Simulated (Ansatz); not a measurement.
**How far PBE and r2SCAN part for Te, pressure 3 GPa**

Take Te (space group P3_121, No. 152; a = 4.521 Å, c = 5.954 Å; made of chains) as the base.

(Cell as relaxed with PBE.)

Levels (all Ansatz, a quantum-chemistry and plane-wave program, PAW): PBE (420 eV, spin-orbit coupling left out); r2SCAN (500 eV, no SOC).

Each level relaxes its own structure.

```json
[
 {"base": "volume per atom", "PBE": "35.13 Å³", "r2SCAN": "36.44 Å³"},
 {"base": "lattice parameter a", "PBE": "4.521 Å", "r2SCAN": "4.624 Å"},
 {"base": "band gap", "PBE": "0.23 eV", "r2SCAN": "0.55 eV"}
]
```

Modification: a hydrostatic pressure of 3 GPa.

```tsv
quantity	PBE	r2SCAN
c/a ratio	1.395	1.379
lattice parameter a	4.282 Å	4.314 Å
```

PBE's c/a ratio lies 0.016 above r2SCAN's; PBE's lattice parameter a lies 0.032 Å below r2SCAN's (0.7 %). Neither level is exact; r2SCAN is the comparison here, not a measurement.

Spin-orbit coupling, missing from the scalar runs, can matter with Te. Load acts through the strain it causes; cell and atoms are relaxed under it. No phonon test of stability was made. No dispersion term is included, though the crystal is made of layers, chains or molecules, so its spacings can come out too wide. A zero or small gap of Te and Te under pressure 3 GPa can be the functional's error rather than a property of the material.
